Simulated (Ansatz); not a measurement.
## Pressure series in MoS2

The parent structure is MoS₂ in the 3R-MoS2 type structure (space group R3m, No. 160; a = 3.1752 Å, c = 18.5848 Å (hexagonal axes); layered, stacked along the Cartesian z axis).

Cell and atoms are relaxed at each pressure.

Computed with Kohn–Sham DFT with the r2SCAN+rVV10 functional, run in Ansatz (a first-principles code) with PAW and 500 eV plane waves, no spin-orbit coupling.

```tsv
pressure (GPa)	volume per atom (Å³/atom)
-1	18.635
0	18.030
0.3	17.895
0.7	17.736
1.5	17.459
3	17.047
5	?
7.5	16.179
10	15.817
```

Question: Fit the third-order Birch–Murnaghan form P(V) = (3B₀/2)[(V₀/V)^(7/3) − (V₀/V)^(5/3)]·[1 + (3/4)(B₀′ − 4)((V₀/V)^(2/3) − 1)] (squares taken in P) to the rows shown and predict the withheld row.

Answer: Least squares on the printed values gives V₀ = 18.038 Å³/atom, B₀ = 38.6 GPa, B₀′ = 11.6; this predicts 16.603 Å³/atom, and the run gives 16.610 Å³/atom, 0.007 higher.

Load acts through the strain it causes; cell and atoms are relaxed under it. Whether these cells are dynamically stable was not tested. No other phases were tried under pressure.
